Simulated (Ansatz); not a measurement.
The parent structure is C in the diamond structure (space group Fd-3m, No. 227).

```xyz
2
Lattice="0.0000 1.7769 1.7769 1.7769 0.0000 1.7769 1.7769 1.7769 0.0000" Properties=species:S:1:pos:R:3 pbc="T T T"
C      0.0000     0.0000     0.0000
C      0.8884     0.8884     0.8884
```

Cartesian axes are those of the cell as printed.

Calculations: PBEsol, PAW, 420 eV (Ansatz, a first-principles code; no spin-orbit coupling).

One thing is altered: the cell is compressed by 1.50 % along z with no lateral relaxation, atoms relaxed at fixed cell.

Question: Predict the stress tensor and what it implies for the stiffness.

Answer: Stress of the strained cell less that of the base (GPa, compression positive):
```
   2.30    0.00    0.00
   0.00    2.30    0.00
   0.00    0.00   16.37
```

Then −Δσ_ii/ε with ε = -0.0150 gives secant stiffness values (nonlinear terms included at this strain): C33 ≈ 1090 GPa, C13 ≈ 154 GPa and C23 ≈ 154 GPa.

As a check, the harmonic strain energy −½ V₀ Δσ:ε is 4.3 meV/atom; the computed energy rise is 4.3 meV/atom.

Whether these cells are dynamically stable was not tested.
